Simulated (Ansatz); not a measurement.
LuSi (Cmcm, No. 63; cell taken from a computed entry), treated with r²SCAN+rVV10 (PAW; Ansatz, an electronic-structure program).

Run with plane-wave cutoff 500 eV, 10×10×10 k mesh, Fermi–Dirac smearing 0.05 eV, scalar-relativistic PAW data made under PBE.

Computed at the level's own relaxed cell.

Question: Predict the volume per atom.

Answer: 
- volume per atom: 19.65 Å³/atom

The run finds no gap.

Note: the relaxation could not lower the start's symmetry, so the cell can be a saddle point above a distorted one.

Spin–orbit coupling is not included.

Computed values are for the static lattice.
